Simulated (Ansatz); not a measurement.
End structure of the (115) surface of germanium, 2 pairs of surface atoms bonded, H on 5 of 6 dangling bonds, none on a one-bond Ge at depth 0.8 Å (bottom of the slab: built like the top, H on every dangling bond, free):

```xyz
51
Lattice="8.1459 0.0000 0.0000 2.0365 10.5818 0.0000 0.0000 0.0000 30.0000" Properties=species:S:1:pos:R:3 pbc="T T T"
Ge     0.7680     0.0511     9.7644
Ge     3.2990     0.0268     9.7609
Ge     4.0078     2.2996    10.4462
Ge     8.2193     2.3215    10.4766
Ge     2.8110     6.7316    10.8651
Ge     5.3465     6.6915    10.8757
Ge     5.9924     9.0008    11.5381
Ge     2.1516     9.0255    11.5346
Ge     2.0575     2.8497    11.8603
Ge     6.0974     2.6640    11.7607
Ge     6.0815     5.0461    12.6102
Ge     2.0582     5.1740    12.6486
Ge     4.0743     9.4823    13.0324
Ge     8.1446     9.3561    12.8307
Ge     6.1145     1.1336    13.7255
Ge     2.0325     1.2547    13.7738
Ge     4.0729     5.4869    14.0301
Ge     8.1459     5.4869    14.0301
Ge     8.1459     7.8384    14.8614
Ge     4.0729     7.8384    14.8614
Ge     4.0729     1.5677    15.1386
Ge     8.1459     1.5677    15.1386
Ge     8.1459     3.9192    15.9699
Ge     4.0729     3.9192    15.9699
Ge     6.1116     8.2755    16.2766
Ge     2.0371     8.1551    16.2262
Ge     0.0034    -0.0748    16.9660
Ge     4.0744     0.0509    17.1698
Ge     6.1369     4.3647    17.3870
Ge     2.0140     4.2415    17.3510
Ge     1.9886     6.5600    18.1603
Ge     6.1330     6.7387    18.2591
Ge     6.2291     0.3989    18.4519
Ge     1.9225     0.3799    18.4681
Ge     1.2626     2.6783    19.1306
Ge     6.8711     2.7140    19.1203
Ge     8.2105     7.0554    19.6374
Ge     3.9970     7.0787    19.5148
Ge     3.3149     9.3496    20.2349
Ge     8.9321     9.3598    20.2385
H      2.2812    10.2496     8.3505
H      5.8508    10.2226     8.3451
H      4.0129     3.2569     9.2152
H      8.2159     3.2826     9.2489
H      2.2900     6.3341     9.4546
H      5.8274     6.3288     9.4402
H      1.7876     3.0772    20.5394
H      6.3810     3.0797    20.5520
H      4.0047     6.1242    20.7468
H      3.8495     9.7291    21.6449
H      8.4328     9.8217    21.6390
```

Model: 51-atom slab, 13.8 Å thick at the start with caps and adatoms (thin: gaps and levels are the slab's own), 4x3x1 mesh, Fermi-Dirac 0.025 eV, dipole correction, 8 atoms held, the rest relaxed; no symmetry held; spin-polarised, ending with about 1.0 μB a cell; orders that need a larger cell were not tried, no spin-orbit, no U. In PBE it is, or lies within 0.01 eV a 1x1 cell of, the lowest of the 3 structures of its composition computed so far; larger cells were not tried.

Question: Estimate the highest filled level below the top vacuum level that PBE (Ansatz, a quantum-chemistry and plane-wave program) returns for this input.

Answer: 4.76 eV

Question: Estimate the gap of the slab on its k-mesh that PBE returns for this input.

Answer: 0.28 eV
